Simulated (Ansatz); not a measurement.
CsCl-type TiCo

The numbers are results of revPBE (Ansatz, a program for electronic structure, PAW), not measurements.

Settings: plane-wave cutoff 520 eV, 16×16×16 k mesh, Fermi–Dirac smearing 0.1 eV, perturbation theory, no spin polarisation, scalar-relativistic PAW data made under PBE.

Cell: relaxed at this level.

```json
{
  "zone-centre TO phonon frequency": "211 cm⁻¹"
}
```
